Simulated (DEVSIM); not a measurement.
Device: Ru/SiO2/n-Ge capacitor, at 300 K.

```tsv
layer (left to right)	material	thickness (nm)	Nd (cm⁻³)
1	SiO2	5.00	-
2	Ge	3500	2.9e16
```

Metal gate on the left, work function 4.7 eV. Fixed charge at the semiconductor interface 2.1e11 cm⁻² (in units of +e); no interface traps.

This is a model device: material constants are rounded textbook-type values typed into the input, and sizes, dopings and lifetimes were drawn at random. Values at 300 K; Nc and Nv go as T^1.5, mobilities as T to minus their exponent, the gap by Varshni's rule with the affinity fixed.

```csv
parameter,SiO2,Ge
gap (eV),9,0.664
affinity (eV),0.9,4
permittivity,3.9,16
Nc (cm⁻³),-,1.04e19
Nv (cm⁻³),-,6e18
Varshni α (eV/K),-,0.000477
Varshni β (K),-,235
```

Model (solved in DEVSIM): 1D Poisson equation in equilibrium, Boltzmann statistics, complete ionisation; no quantum confinement or tunnelling. Metal contacts follow the ideal Schottky-Mott rule: no Fermi-level pinning, no interface dipoles.

The temperature was swept, all else fixed.

| temperature (K) | flat-band voltage (V) | minimum of the low-frequency capacitance (μF/cm²) | threshold voltage (band bending 2φF) (V) |
|---|---|---|---|
| 250 | 0.53 | 0.0866 | -0.03 |
| 300 | 0.50 | 0.0994 | 0.02 |
| 350 | 0.47 | 0.120 | 0.09 |
| 400 | 0.43 | 0.153 | 0.15 |
| 450 | 0.40 | 0.207 | 0.22 |
| 500 | 0.38 | 0.278 | 0.28 |

From the first row to the last the flat-band voltage goes from 0.53 to 0.38. From the first row to the last the minimum of the low-frequency capacitance goes from 0.0866 to 0.278.
